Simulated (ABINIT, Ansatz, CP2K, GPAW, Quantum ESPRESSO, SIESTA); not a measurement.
# PbS2 (I4/mcm, 6 atoms in the cell) computed with different codes at matched settings

Self-consistent single point.

```xyz
6
Lattice="-3.0750 3.0750 3.7766 3.0750 -3.0750 3.7766 3.0750 3.0750 -3.7766" Properties=species:S:1:pos:R:3 pbc="T T T"
Pb     0.0000     0.0000     5.6649
Pb     0.0000     0.0000     1.8883
S      3.8070     0.7320     0.0000
S     -0.7320     2.3429     3.7766
S      2.3429     0.7320     3.7766
S      0.7320     2.3429     0.0000
```

Shared settings, as Ansatz (a first-principles code) writes them: kpoints.mp_grid.grid = 4 4 4; scf.occupations.method = fermi_dirac; scf.occupations.width = 0.0037 Ry. Potentials and cutoffs stand in the table.

```tsv
code	model	pressure (GPa)	largest force (eV/Å)	cutoff
CP2K	PBEsol, GPW, DZVP-MOLOPT-SR-GTH basis, GTH-PBE potentials (GTH_POTENTIALS)	-0.33	0.231	grid 400 Ry
SIESTA	GGA PBEsol, numerical atomic orbitals DZP, PseudoDojo PBEsol standard norm-conserving potentials (rewritten from UPF to PSML)	-2.10	0.591	grid 300 Ry
ABINIT	PBEsol, norm-conserving pseudopotentials (PseudoDojo nc-sr-04 PBEsol standard)	-1.95	0.217	31 Ha
Quantum ESPRESSO	PBEsol, GBRV 1.5 ultrasoft (PBESOL) pseudopotentials	-1.97	0.234	40 Ry
GPAW	PBEsol, GPAW PAW datasets PBEsol (made by gpaw-setup)	-1.98	0.267	600 eV
Ansatz	PBEsol, PAW files made with PBE	-1.88	0.237	default
```

No clean gap comes from CP2K, SIESTA, ABINIT, Quantum ESPRESSO, GPAW and Ansatz: levels at the Fermi energy touch, overlap or are partly filled at this smearing.

On Ansatz's run: spin-orbit coupling is off.

The spread over the programs that give each value: pressure within 1.77 GPa; largest force within 0.374 eV/Å.

CP2K and SIESTA use small atom-centred bases, whose incompleteness enters pressures, forces and empty levels differently from a plane-wave cutoff. Ansatz's pressure is given at a fixed set of plane waves, as the other plane-wave codes print theirs. In the pressure, CP2K (by 1.63) lies more than 1 GPa from the median of the plane-wave programs. In the force vectors, SIESTA (by 0.355) lies more than 0.08 eV/Å from the median of the plane-wave programs.

The starting cell comes from a database of computed structures (which also holds hypothetical and non-ambient phases and stackings), without a prior relaxation at this level.

Left out of this page: Elk (not drawn, or without a comparable value).

Keys are those of Ansatz 0.2.
